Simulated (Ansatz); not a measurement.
The starting structures come from a database of crystals and need not be the phases stable at ambient conditions.

By PBEsol, the system below comes out a metal.

Without scattering a metal conducts by its projected Fermi surface.

Consider the following.

```
CELL_PARAMETERS angstrom
      3.20729     0.00000     0.00000
     -1.60365     4.08120     0.00000
      1.60365     0.00000     4.08120
ATOMIC_POSITIONS crystal
  In 0.75000 0.50000 0.50000
  Sb 0.00000 0.00000 0.00000
```

Space group of this cell: I-4m2. The cell is strained (all lengths scaled by 0.98).

The current flows along the normal of the first two printed cell vectors, the (110) plane of the conventional cell. No spin-orbit coupling; the value is a mean over 0.1 eV about the Fermi level.

Task: Predict the ballistic conductance per area from PBEsol (Ansatz, a first-principles code).

Result: 0.72 × 10¹⁵ S/m² for both spins.
